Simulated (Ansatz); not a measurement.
Start from P (space group R-3m, No. 166; a = 3.440 Å, c = 8.787 Å (hexagonal axes); a cell from a computed database, its experimental status unchecked; relaxed with 0.1 eV smearing).

Level of theory: DFT with PBEsol, PAW potentials and a 420 eV plane-wave cutoff in Ansatz (a first-principles code), no spin-orbit coupling.

Base values:

| Item | Value |
|---|---|
| Pressure | 0.0 GPa |
| Band gap | zero |

It is then changed as follows: an isotropic linear strain of −2.22 %; the atoms relax in the strained cell.

**Question.** What does the calculation give for the energy relative to the base after the change?

**Answer.** The energy increases by 16 meV/atom.

**Question.** What does the calculation give for the pressure after the change?

**Answer.** The pressure (mean of the normal stresses, compression positive) goes from zero to 4.9 GPa.

**Question.** How does this affect the largest internal atomic displacement?

**Answer.** The largest internal atomic displacement is 0.044 Å.

**Question.** Predict the new band gap.

**Answer.** The band gap stays zero.

Whether these cells are dynamically stable was not tested. This is not the structure that P has at room temperature and ambient pressure.
